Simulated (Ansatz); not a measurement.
Results of r²SCAN (Ansatz, a first-principles code, plane waves, PAW) for Al₁₂W (Im-3, No. 204).

Numerical settings: plane-wave cutoff 500 eV, 10×10×10 k mesh, Fermi–Dirac smearing 0.1 eV, no spin polarisation, scalar-relativistic PAW data made under PBE.

Computed at the level's own relaxed cell.

Problem. Give the computed volume per atom and lattice constant a.

Solution. 
* **volume per atom**: 16.49 Å³/atom
* **lattice constant a**: 7.540 Å

The run finds no gap.

Spin–orbit coupling is not included.

Computing time: about 2.3 core-minutes (a rough figure).
